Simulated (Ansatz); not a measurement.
Input:

```
CELL_PARAMETERS angstrom
      3.57914     0.00000     0.00000
     -1.78957     3.09962     0.00000
      0.00000     0.00000    18.93792
ATOMIC_POSITIONS crystal
  Hf 0.00000 0.00000 0.50000
  S  0.33333 0.66667 0.57809
  S  0.66667 0.33333 0.42191
```

Calculation: PBE, rigid bands (plane waves, PAW, scalar-relativistic; Ansatz, a quantum-chemistry and plane-wave program). Condition of this run: biaxial strain -2 %. Cell: cell and atoms relaxed with PBE, then loaded as said.

Problem. Predict the electron conductivity mass (n e² τ/σ) at 300 K, by direction if it differs.

Solution. 0.40 mₑ.

Problem. What conductivity effective mass do dilute holes have at 300 K?

Solution. 0.32 mₑ.

Problem. And the band gap?

Solution. 1.05 eV at this level; semilocal functionals usually fall short of the measured gap.

Rigid bands, one relaxation time for all states, no polarons. Spin-orbit coupling is left out; where it splits the top of the valence band it changes the hole mass and lowers the gap by about a third of the splitting.

Model free-standing layer, not matched to a measured one here: monolayer HfS2.
